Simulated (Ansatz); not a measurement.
Hf₂B₂Si (model structure, started from the Ti2InB2 type, P-6m2, No. 187, 5 atoms in the cell): properties by level of theory

```csv
level (code),equilibrium lattice constant a (Å),c axis length (Å),bulk modulus (GPa),cohesive energy (eV/atom)
LDA (Ansatz),3.104,7.575,199,?
PBE (Ansatz),3.155,7.696,180,6.77
PBEsol (Ansatz),3.129,?,?,7.36
r²SCAN (Ansatz),3.145,?,187,6.78
```

Problem. What belongs in the gaps?

Solution. 
- LDA (Ansatz, a first-principles code), cohesive energy (eV/atom): 7.81
- PBEsol (Ansatz), c axis length (Å): 7.628
- PBEsol (Ansatz), bulk modulus (GPa): 190
- r²SCAN (Ansatz), c axis length (Å): 7.668

Caveats: the bulk modulus is −V dP/dV from two relaxed cells at ±2 % in volume (LDA, PBE, PBEsol, r²SCAN). Ansatz's density-functional and Hartree–Fock values are scalar-relativistic unless marked +SOC, with PAW data made under PBE.

Free atoms are spin-polarised, in the lowest state found; at levels without +SOC their spin–orbit coupling is left out.

Computed values are for the static lattice.

A model structure was made by putting elements into a prototype or built by hand; it is no filed structure, need not be a known phase, and can be a saddle point held by its symmetry.
